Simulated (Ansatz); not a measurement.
An Ansatz (a first-principles code) input (r2SCAN, PAW, 500 eV (Ansatz; scalar-relativistic without spin-orbit coupling)):

Ansatz 0.2 input:
```yaml
crystal:
  lattice:
    - [4.039969268, 0, 0]
    - [0, 4.039969268, 0]
    - [2.019984634, -2.019984634, 2.8142635811]
  atoms:
    - { symbol: Be, position: [0, 0, 0] }
    - { symbol: Te, position: [0.75, 0.75, 0.5] }
basis: { ecutwfc: 500, ecutrho_ratio: 4, xc_grid: 4, fft_grid_basis: typed }
kpoints: { mp_grid: { grid: [10, 10, 10] } }
hamiltonian:
  xc: r2scan
  dispersion: none
  pseudopotentials: { kind: paw }
scf: { occupations: { method: fermi_dirac, width: 0.05 } }
relax: { f_tol: 0.005, max_steps: 50, cell: { stress_tol: 0.01, fix: [a, b, gamma] } }
output: { forces: true, stress: true }
checkpoint: { write: state.ck, write_every: 1000 }
```

Question: Which symmetry and how many k-points will the program report, and about how many plane waves at Γ?

Answer: Space group I-4m2 (ITA 119) with 8 operations, k-points 102 of 1000, and 1211 plane waves at Γ.

Question: And the final pressure?

Answer: -0.71 GPa (compression positive).

The cells carry an imposed strain or load. Stability against distortions was not tested. The cell was made from BeTe in the zinc blende structure (space group F-43m, No. 216) by this change: biaxial strain +1.00 %, plane normal [001], relaxed out of plane.
